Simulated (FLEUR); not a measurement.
FLEUR is run on Si2Ni (Fm-3m, 3 atoms in the cell), and the run fails. The aim is a self-consistent single point with DFT, LDA (Perdew-Zunger), all-electron FLAPW (FLEUR), scalar-relativistic valence.

Cell that was meant: a = 3.9192 Å, b = 3.9192 Å, c = 3.9192 Å, α = 60.00°, β = 60.00°, γ = 60.00°.

Part of the input:

```xml
   </comment>
   <calculationSetup>
      <cutoffs Kmax="3.9" Gmax="13.7" GmaxXC="13.7" numbands="0"/>
      <scfLoop itmax="100" minDistance="0.00001" maxIterBroyd="40" imix="straight" alpha="0.6" precondParam="0.0" spinf="2.0"/>
      <coreElectrons ctail="T" frcor="F" kcrel="0" coretail_lmax="0"/>
      <xcFunctional name="pz" relativisticCorrections="F"/>
      <magnetism jspins="2"/>
```

Output, abridged:

```
 Iteration:     1   Distance:      34.40797383 me/bohr^3
 Iteration:     2   Distance:     132.53551132 me/bohr^3
 Iteration:     3   Distance:     349.63098582 me/bohr^3
 Iteration:     4   Distance:     579.16857706 me/bohr^3
 Iteration:     5   Distance:     755.77610089 me/bohr^3
   [... 91 lines left out ...]
 Iteration:    97   Distance:     757.48611887 me/bohr^3
 Iteration:    98   Distance:     757.48611887 me/bohr^3
 Iteration:    99   Distance:     757.48611887 me/bohr^3
 Iteration:   100   Distance:     757.48611887 me/bohr^3
 Run finished successfully
 Stop message:
   all done

[file out, last iteration]
             iter=    100
[...]
          total density-effective poten   -3.1996654165E+03
          total charge density-energy d   -1.1276322390E+02
 Updated energy parameters for spin:           1
 Updated energy parameters for spin:           2
[...]
   [... lines left out ...]
          first approx. to ef    (T=0)  :   0.828564 htr   (energy of the highest occ. eigenvalue)
FERHIS:  Fermi-Energy by histogram:
          bandgap                     :   0.006785 htr
          charge neutrality (T=0)     :   0.160000    (zero if the highest occ. eigenvalue is "entirely" occupied)
     EF_NEWTON:  Adjust Fermi-Energy by Newton-Method.
 Direct bandgap for spin            1 :    9.8358190618376140E-003  Htr
 Direct bandgap for spin            2 :    9.8358190614868946E-003  Htr
 ---->    free energy=                     -2208.5476851776 htr
   [... lines left out ...]
 TOTAL FORCE FOR ATOM TYPE=  1  X=  0.000   Y=  0.000   Z=  0.000
                       FX_TOT= 0.000000 FY_TOT= 0.000000 FZ_TOT= 0.000000
 TOTAL FORCE FOR ATOM TYPE=  2  X=  2.618   Y=  2.618   Z=  2.618
                       FX_TOT= 0.000000 FY_TOT= 0.000000 FZ_TOT= 0.000000
No new postions, force convergence required= 0.00001; max force distance= 0.00000
---->    distance of charge densities for spin  1                 it=  100:   378.743059 me/bohr**3
---->    distance of charge densities for spin  2                 it=  100:   378.743059 me/bohr**3
---->    distance of charge densities for it=  100:   757.486119 me/bohr**3
---->    distance of spin densities for it=  100:     0.000021 me/bohr**3
STRAIGHT MIXING: alpha=   0.60000 spin-mixing=   1.20000
     ******* it=100  is completed********
```

Task: Find the mistake and give the fix.

Result: The fault is unsuitable density mixing. Too large a step with little history lets the density overshoot, and too small a step makes little progress in the iterations allowed. To fix it, return to a moderate mixing step with a longer history. The run ended unconverged after 100 iterations.

An input that runs soundly differs in these lines (not the only fix; some lines may just follow from the change or write a value another way):
```diff
-      <scfLoop itmax="100" minDistance="0.00001" maxIterBroyd="40" imix="straight" alpha="0.6" precondParam="0.0" spinf="2.0"/>
+      <scfLoop itmax="100" minDistance="0.00001" maxIterBroyd="40" imix="Anderson" alpha="0.05" precondParam="0.0" spinf="2.0"/>
```

With that input, the run converged in 23 iterations: free energy E − TS -57049.0366 eV; Fermi level (on the code's own zero) 9.19 eV; size of the cell's spin moment 0.00 μB (DFT, LDA (Perdew-Zunger), all-electron FLAPW (FLEUR), scalar-relativistic valence).

On the sound input: the starting cell was generated: these elements placed on a structure prototype, without a prior relaxation; it need not be a known phase or ordering of this composition. The starting moments vanished: the run ended non-magnetic, which need not be the lowest state. Values depend on the basis (sphere radii, cutoffs, local orbitals), which need not be converged. The log's line on a gap gives a spacing of levels on this mesh, which the program prints for metals too.
